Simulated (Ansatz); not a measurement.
The parent structure is GaSb in the zinc blende structure (space group F-43m, No. 216; a = 6.132 Å). Axes: x, y, z lie along the cube axes.

Calculations: Kohn–Sham DFT with the r2SCAN functional, run in Ansatz (an electronic-structure program) with PAW and 500 eV plane waves, no SOC.

The change: the cell is compressed by 3.22 % along x with no lateral relaxation; the atoms relax in the strained cell.

Task: Predict the stress tensor and what it implies for the stiffness.

Result: Stress of the strained cell less that of the base (GPa, compression positive):
```
   2.90    0.00    0.00
   0.00    1.36    0.00
   0.00    0.00    1.36
```

Then −Δσ_ii/ε with ε = -0.0322 gives secant stiffness values (nonlinear terms included at this strain): C11 ≈ 90 GPa, C12 ≈ 42 GPa and C13 ≈ 42 GPa.

As a check, the harmonic strain energy −½ V₀ Δσ:ε is 8.4 meV/atom; the computed energy rise is 8.3 meV/atom.

No phonon test of stability was made.
